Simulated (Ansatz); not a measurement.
Input for MgSe 3C with twin stacking, 8 layers (in a parent form that need not be the stable one):

Ansatz 0.2 input:
```yaml
crystal:
  lattice:
    - [4.239417099, -0.000000029, 0.0]
    - [-2.119708524, 3.67144292, 0.0]
    - [0.000000001, 0.0, 27.657948559]
  atoms:
    - { symbol: Mg, position: [0.0, 0.0, 0.000257574] }
    - { symbol: Se, position: [0.0, 0.0, 0.093985129] }
    - { symbol: Mg, position: [0.333333333, 0.666666667, 0.124662226] }
    - { symbol: Se, position: [0.333333333, 0.666666667, 0.218584282] }
    - { symbol: Mg, position: [0.666666667, 1.333333333, 0.249837654] }
    - { symbol: Se, position: [0.666666667, 1.333333333, 0.343755413] }
    - { symbol: Mg, position: [0.0, 0.0, 0.374999936] }
    - { symbol: Se, position: [0.0, 0.0, 0.468917786] }
    - { symbol: Mg, position: [0.333333333, 0.666666667, 0.500257574] }
    - { symbol: Se, position: [0.333333333, 0.666666667, 0.593985129] }
    - { symbol: Mg, position: [0.0, 0.0, 0.624662226] }
    - { symbol: Se, position: [0.0, 0.0, 0.718584282] }
    - { symbol: Mg, position: [0.666666667, 1.333333333, 0.749837654] }
    - { symbol: Se, position: [0.666666667, 1.333333333, 0.843755413] }
    - { symbol: Mg, position: [0.333333333, 0.666666667, 0.874999936] }
    - { symbol: Se, position: [0.333333333, 0.666666667, 0.968917786] }
basis:
  ecutwfc: 500
  ecutrho_ratio: 4
  xc_grid: 4
kpoints:
  mp_grid: { grid: [9, 9, 2] }
hamiltonian:
  xc: r2scan
  dispersion: none
  pseudopotentials: { kind: paw }
scf:
  n_extra_bands: 17
  occupations: { method: fermi_dirac, width: 0.01 }
  convergence: { dr2_threshold: 0.000000001 }
output:
  eigenstates:
    kpoints:
      - [0, 0, 0]
      - [0.5, 0, 0]
      - [0.5, 0, 0.5]
    e_range: [-5, 8]
    localisation: true
  eigenvalues: true
```

The numbers are results of r2SCAN (plane waves to 500 eV, PAW; Ansatz, an electronic-structure program), not measurements. Spin–orbit coupling is left out. Its k-point mesh 9×9×2, Fermi–Dirac width 0.01 eV.

### Question
Write the closing report of this run, without the band table and long remarks, to eight decimals at most.

### Answer
```
SCF converged after 9 iterations
Free energy (F): -59259.731562 eV
Harris-Foulkes:  -59259.731562 eV  (|F-HF|=5.82e-11)
Internal energy: -59259.731562 eV  (E = F + TS)
E sigma→0 (E₀):  -59259.731562 eV
Fermi energy:    5.276244 eV
--- Per-component energies (eV) ---
  E_band       = -6452.359119
  E_kinetic    = 1561.049176
  E_local      = -35539.276654  (includes V_loc(G=0)·N_el)
  E_nonlocal   = -4004.149968
  E_hartree    = 15662.377257
  E_xc         = -1010.041185
  E_vxc        = -1169.325549  (∫ρ·V_xc dr)
  E_paw        = -17768.251652  (= ΣΔE_a)
  E_vpaw       = 1312.146472  (= ΣTr[D̂ρ^β])
  E_aug_tail   = -0.001659  (compensation charges beyond the density's cutoff)
  E_vtau       = 62.445562  (kinetic-family band-sum trace: ∫τ·v_τ [+ j·A + Jᵃ·Aᵃ] dr)
  E_ewald      = -18147.109049
  E_core_change = -14.327827  (= ΣΔE_core)
  E_smearing   = 0.000000  (= −TS)
  E_closure    = 0.000000  (closes the sum)
  Σ components = -59259.731562   (vs F -59259.731562, Δ=0.00e0)
```

Cost: very roughly 5 core-minutes.
